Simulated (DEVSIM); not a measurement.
Structure: Si/Ge n-p heterojunction, at 400 K.

Layer 1 from the left is Si, thickness (μm) 0.390, Nd (cm⁻³) 5.3e16, τn (s) 1.1e-5, τp (s) 1.1e-5. Layer 2 from the left is Ge, thickness (μm) 3.60, Na (cm⁻³) 5e16, τn (s) 1.1e-5, τp (s) 1.1e-5.

Left contact: ohmic. Right contact: ohmic. Voltage is applied to the left contact. Recombination: SRH at mid-gap, radiative. Mobility is μmin + (μ − μmin)/(1 + (N/Nref)^α).

The device is made up for the run: typed textbook-type constants, with dimensions and the other settings drawn at random. Values at 300 K; Nc and Nv go as T^1.5, mobilities as T to minus their exponent, the gap by Varshni's rule with the affinity fixed.

Si: gap (eV) 1.124, affinity (eV) 4.05, permittivity 11.7, Nc (cm⁻³) 2.86e19, Nv (cm⁻³) 3.1e19, μn (cm²/Vs) 1417, μp (cm²/Vs) 470, μn,min 52, μp,min 45, Nref,n 9.7e16, Nref,p 2.2e17, αn 0.68, αp 0.72, T exponent of μn 2.3, T exponent of μp 2.2, B (cm³/s) 4.7e-15, Varshni α (eV/K) 0.000473, Varshni β (K) 636. Ge: gap (eV) 0.664, affinity (eV) 4, permittivity 16, Nc (cm⁻³) 1.04e19, Nv (cm⁻³) 6e18, μn (cm²/Vs) 3900, μp (cm²/Vs) 1900, μn,min 150, μp,min 100, Nref,n 2.6e17, Nref,p 4e17, αn 0.56, αp 0.6, T exponent of μn 1.66, T exponent of μp 2.33, B (cm³/s) 6.4e-14, Varshni α (eV/K) 0.000477, Varshni β (K) 235.

DEVSIM, 1D drift-diffusion, Boltzmann statistics, complete ionisation; no tunnelling, impact ionisation, image-force lowering or self-heating. Band offsets follow the typed affinities; no thermionic-emission limit at abrupt steps, no polarisation charge.

**Question.** What does the simulation give for the largest field in the device at zero bias, the potential step across the device at zero bias?

**Answer.** largest field in the device at zero bias 30000 V/cm; potential step across the device at zero bias 0.162 V.
